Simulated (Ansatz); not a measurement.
System: Mo-vacancy pair (Mo on one host Ir site, one Ir site vacant) in fcc Ir (neutral cell). These are PBE, PAW (plane waves to 420 eV; Ansatz, a program for electronic structure) values and carry that method's errors.

32-site cell at the relaxed PBE lattice, a 2×2×2 k-point mesh shifted by half a step, smearing 0.10 eV, spin-restricted, no finite-size correction. Energies are static. Spin-orbit coupling is left out. Forms of the defect that were not tried may lie lower. The start lies 0.11 eV above the lowest site run (PBE).

Barriers: single points on a 4×4×4 k-point mesh shifted by half a step at the bands' geometries (they differ from the bands' own by up to 0.27 eV, and are uncertain by about as much).

Relaxed starting cell (atoms counted from 1):

```
CELL_PARAMETERS angstrom
      7.74197     0.00000     0.00000
      0.00000     7.74197     0.00000
      0.00000     0.00000     7.74197
ATOMIC_POSITIONS crystal
  Mo 0.99939 0.00122 0.00330
  Ir 0.99938 0.00206 0.49998
  Ir 0.99938 0.49796 0.00415
  Ir 0.99935 0.49388 0.49598
  Ir 0.49939 0.99971 0.00183
  Ir 0.49938 0.99924 0.50248
  Ir 0.49938 0.50040 0.00130
  Ir 0.49937 0.50062 0.50270
  Ir 0.99939 0.24989 0.75230
  Ir 0.99939 0.75021 0.25197
  Ir 0.99940 0.75362 0.75570
  Ir 0.49938 0.24979 0.25185
  Ir 0.49938 0.25037 0.75112
  Ir 0.49939 0.74905 0.25246
  Ir 0.49939 0.74926 0.75135
  Ir 0.24780 0.00173 0.25140
  Ir 0.24918 0.99972 0.75262
  Ir 0.24861 0.49842 0.25219
  Ir 0.24841 0.50050 0.75198
  Ir 0.75096 0.00176 0.25137
  Ir 0.74957 0.99973 0.75262
  Ir 0.75018 0.49842 0.25218
  Ir 0.75035 0.50049 0.75197
  Ir 0.24782 0.24926 0.00379
  Ir 0.24858 0.25010 0.50049
  Ir 0.24918 0.75054 0.00182
  Ir 0.24841 0.74987 0.50257
  Ir 0.75092 0.24928 0.00382
  Ir 0.75017 0.25009 0.50050
  Ir 0.74957 0.75052 0.00181
  Ir 0.75034 0.74989 0.50258
```

End state 1 differs by these moves (Å; atoms that move under 0.08 Å are left out):

| atom | element | Δx | Δy | Δz |
|---|---|---|---|---|
| 1 | Mo | 0.00 | 1.92 | 1.92 |

Question: Predict the forward and backward barriers to end state 1 from PBE, PAW.

Answer: forward 2.74 eV, backward 2.74 eV; at the saddle point atom 1 has neighbours 4 Ir at 2.50, 2 Ir at 3.00, 2 Ir at 3.05 Å. The saddle point's order was not checked, and it lies on a symmetry element of the cell, where a band can be held.

End state 2 differs by these moves (Å; atoms that move under 0.08 Å are left out):

```json
[
 {"atom": "3", "element": "Ir", "Δx": "0.00", "Δy": "-1.91", "Δz": "1.91"}
]
```

Question: What forward and backward barriers to end state 2 does PBE, PAW give?

Answer: forward 2.54 eV, backward 2.66 eV; at the saddle point atom 3 has neighbours 2 Ir at 2.47, 2 Ir at 2.57, Ir at 2.80, Ir at 3.18; Mo at 2.83 Å. The saddle point's order was not checked, and it lies on a symmetry element of the cell, where a band can be held.
